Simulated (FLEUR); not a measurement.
A self-consistent single point of BaO (Fm-3m, 2 atoms in the cell) with FLEUR.

Method: PBE, all-electron FLAPW (FLEUR), scalar-relativistic valence.

The change in words: lattice scaled by 0.98. Reference geometry:
```
BaO
1.0
    0.00000     2.77000     2.77000
    2.77000     0.00000     2.77000
    2.77000     2.77000     0.00000
Ba O
1 1
Direct
  0.00000   0.00000   0.00000
  0.50000   0.50000   0.50000
```

Reference input (self-consistent single point, DFT, PBE, all-electron FLAPW (FLEUR), scalar-relativistic valence): Kmax = 4.6 1/bohr; GmaxXC = 18.4 1/bohr; xcFunctional = pbe; jspins = 1; l_soc = F; mode = hist; fermiSmearingEnergy = 0.00036749 Htr; mesh (inpgen div1-3) = 8 8 8; inpgen gamma flag = true; Gmax = 18.4 1/bohr; numbands = 0; maxIterBroyd = 15. This run's input differs from it in these lines:

```diff
@@ -3,5 +3,5 @@
 &input film=f /
--0.0000000000 2.7700000000 2.7700000000
-2.7700000000 -0.0000000000 2.7700000000
-2.7700000000 2.7700000000 -0.0000000000
+0.0000000000 2.7146000000 2.7146000000
+2.7146000000 -0.0000000000 2.7146000000
+2.7146000000 2.7146000000 -0.0000000000
 1.8897261246
@@ -43,5 +43,5 @@
          <bravaisMatrix>
-            <row-1>    0.0000000000000000     5.2345413651419994     5.2345413651419994</row-1>
-            <row-2>    5.2345413651419994     0.0000000000000000     5.2345413651419994</row-2>
-            <row-3>    5.2345413651419994     5.2345413651419994     0.0000000000000000</row-3>
+            <row-1>    0.0000000000000000     5.1298505378391592     5.1298505378391592</row-1>
+            <row-2>    5.1298505378391592     0.0000000000000000     5.1298505378391592</row-2>
+            <row-3>    5.1298505378391592     5.1298505378391592     0.0000000000000000</row-3>
          </bravaisMatrix>
```

Output (repeated stretches shortened):

```
 Iteration:     1   Distance:      20.64014446 me/bohr^3
 Iteration:     2   Distance:      16.96590831 me/bohr^3
 Iteration:     3   Distance:       5.74758374 me/bohr^3
 Iteration:     4   Distance:       9.81234191 me/bohr^3
 Iteration:     5   Distance:       1.20090656 me/bohr^3
   [... 8 lines left out ...]
 Iteration:    14   Distance:       0.00008355 me/bohr^3
 Iteration:    15   Distance:       0.00002182 me/bohr^3
 Iteration:    16   Distance:       0.00001780 me/bohr^3
 Iteration:    17   Distance:       0.00000603 me/bohr^3
 Run finished successfully
 Stop message:
   Structural relaxation: Done

[file out, last iteration]
             iter=     18
[...]
          total density-effective poten   -1.3799667313E+04
          total charge density-energy d   -2.0703997686E+02
 Updated energy parameters for spin:           1
[...]
 fermi energy and band-weighting factors:

[...]
FERMIE:
          first approx. to ef    (T=0)  :   0.336769 htr   (energy of the highest occ. eigenvalue)
          number of occ. states  (T=0)  :        232
          first approx. to seigv (T=0)  :  -0.253552 htr
          sum of weights of occ. states :   8.000000
          sum of semicore charge        :   0.000000 e
FERHIS:  Fermi-Energy by histogram:
          bandgap                     :   0.067229 htr
   [... lines left out ...]
          charge neutrality (T=0)     :   0.000000    (zero if the highest occ. eigenvalue is "entirely" occupied)
 Direct bandgap for spin            1 :    6.7229101465775987E-002  Htr
 ---->    free energy=                     -8214.7459659371 htr
   [... lines left out ...]
      extrapolation for T->0
 ---->    total electron energy=           -8214.7459659371 htr
 ***** TOTAL FORCES ON ATOMS *****
 TOTAL FORCE FOR ATOM TYPE=  1  X=  0.000   Y=  0.000   Z=  0.000
                       FX_TOT= 0.000000 FY_TOT= 0.000000 FZ_TOT= 0.000000
 TOTAL FORCE FOR ATOM TYPE=  2  X=  5.130   Y=  5.130   Z=  5.130
                       FX_TOT= 0.000000 FY_TOT= 0.000000 FZ_TOT= 0.000000
 Structural relaxation: Done
```

The run converged in 17 iterations. FLEUR gives forces in its relaxation mode, with a further iteration, so its stop message speaks of a relaxation. Against the reference run the free energy goes up by 31.2 meV/atom and the gap on the mesh goes from 2.049 to 1.829 eV.

The starting cell has typed, rounded lattice constants, without a prior relaxation at this level. For this run, on top of that: lattice scaled by 0.98. Values depend on the basis (sphere radii, cutoffs, local orbitals), which need not be converged.

Cost on one core of a shared machine: roughly 90 s.
